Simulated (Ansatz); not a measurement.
The parent structure is MoSi2 (space group Fddd, No. 70; a = 4.5712 Å, b = 7.9585 Å, c = 8.7266 Å; a hypothetical phase, not in the database extracts checked). Axes: x, y, z lie along a, b, c of the conventional cell.

Method: PBEsol/PAW in Ansatz (a first-principles code), scalar-relativistic without spin-orbit coupling.

Now apply this change: the cell is scaled by 0.9808 in all directions; the atoms relax in the strained cell.

Problem. Predict the stress tensor and what it implies for the stiffness.

Solution. Stress of the strained cell less that of the base (GPa, compression positive):
```
   15.2     0.0     0.0
    0.0    13.2     0.0
    0.0     0.0    15.2
```

Then B = −ΔP/(ΔV/V₀) with ΔV/V₀ = -0.0565 gives secant stiffness values (nonlinear terms included at this strain): B (at held cell shape, above the free-shape value) ≈ 257 GPa.

As a check, the harmonic strain energy −½ V₀ Δσ:ε is 35 meV/atom; the computed energy rise is 32 meV/atom.

Whether these cells are dynamically stable was not tested. The final runs are not spin-polarised.
